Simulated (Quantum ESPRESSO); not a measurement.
Worked example: self-consistent single point of ZnS (P6_3mc, 8 atoms in the cell) in Quantum ESPRESSO.

Level of theory: LDA (PZ), GBRV 1.5 ultrasoft (LDA) pseudopotentials (plane waves; Quantum ESPRESSO).

```yaml
crystal:
  lattice:
    - [3.80895, 0.00000, 0.00000]
    - [-1.90447, 3.29865, 0.00000]
    - [0.00000, 0.00000, 12.45260]
  atoms:
    - { symbol: Zn, position: [0.66667, 0.33333, 0.74993] }
    - { symbol: Zn, position: [0.33333, 0.66667, 0.24993] }
    - { symbol: Zn, position: [0.00000, 0.00000, 0.50000] }
    - { symbol: Zn, position: [0.00000, 0.00000, 0.00000] }
    - { symbol: S, position: [0.66667, 0.33333, 0.93773] }
    - { symbol: S, position: [0.33333, 0.66667, 0.43773] }
    - { symbol: S, position: [0.00000, 0.00000, 0.68734] }
    - { symbol: S, position: [0.00000, 0.00000, 0.18734] }
```

Reference input (self-consistent single point, DFT, PBE, plane waves, GBRV 1.5 ultrasoft (PBE) pseudopotentials): ecutwfc = 50 Ry; ecutrho = 250 Ry; occupations = fixed; potentials = {Zn: zn_pbe_v1.uspp.F.UPF, S: s_pbe_v1.4.uspp.F.UPF}; K_POINTS = automatic 7 7 2 0 0 0; nbnd = 60; conv_thr = 1e-10 Ry; mixing_beta = 0.7. This run's input differs from it in these lines:

```diff
@@ -22,4 +22,4 @@
 ATOMIC_SPECIES
-Zn    65.3800  zn_pbe_v1.uspp.F.UPF
-S     32.0600  s_pbe_v1.4.uspp.F.UPF
+Zn    65.3800  zn_lda_v1.uspp.F.UPF
+S     32.0600  s_lda_v1.4.uspp.F.UPF
 ATOMIC_POSITIONS angstrom
```

The program printed (abridged):

```
     Self-consistent Calculation

     iteration #  1     ecut=    50.00 Ry     beta= 0.70

     Threshold (ethr) on eigenvalues was too large:
     Diagonalizing with lowered threshold

     total energy              =   -1941.63201913 Ry
     estimated scf accuracy    <       0.38879630 Ry

     iteration #  2     ecut=    50.00 Ry     beta= 0.70

     total energy              =   -1941.72485665 Ry
     estimated scf accuracy    <       0.35037983 Ry

     iteration #  3     ecut=    50.00 Ry     beta= 0.70

     total energy              =   -1941.79822132 Ry
     estimated scf accuracy    <       0.00987644 Ry

   [... 6 blocks of this kind left out ...]

     iteration # 10     ecut=    50.00 Ry     beta= 0.70

     total energy              =   -1941.80138819 Ry
     estimated scf accuracy    <          3.6E-10 Ry

     iteration # 11     ecut=    50.00 Ry     beta= 0.70
     End of self-consistent calculation

     highest occupied, lowest unoccupied level (ev):     6.6012    8.5274

!    total energy              =   -1941.80138819 Ry
     estimated scf accuracy    <          9.3E-11 Ry

     convergence has been achieved in  11 iterations

     Forces acting on atoms (cartesian axes, Ry/au):

     atom    1 type  1   force =     0.00000000   -0.00000000    0.00022951
     atom    2 type  1   force =     0.00000000    0.00000000    0.00022951
     atom    3 type  1   force =     0.00000000   -0.00000000    0.00036509
     atom    4 type  1   force =     0.00000000    0.00000000    0.00036509
     atom    5 type  2   force =     0.00000000   -0.00000000   -0.00031811
     atom    6 type  2   force =     0.00000000   -0.00000000   -0.00031811
   [... lines left out ...]

     Total force =     0.000853     Total SCF correction =     0.000004

          total   stress  (Ry/bohr**3)                   (kbar)     P=      -41.13
  -0.00028126  -0.00000000   0.00000000          -41.38       -0.00        0.00
  -0.00000000  -0.00028126  -0.00000000           -0.00      -41.38       -0.00
   0.00000000   0.00000000  -0.00027618            0.00        0.00      -40.63

   JOB DONE.
```

The run converged in 11 iterations. Against the reference run the pressure goes from 2.10 to -4.11 GPa, the largest force hardly changes (0.013 to 0.009 eV/Å) and the gap on the mesh goes from 2.182 to 1.926 eV.

The starting cell comes from a database of computed structures (which also holds hypothetical and non-ambient phases and stackings), without a prior relaxation at this level. With a pressure of about -4 GPa the cell is away from its equilibrium volume at this level.

Cost on one core of a shared machine: roughly 4 min.
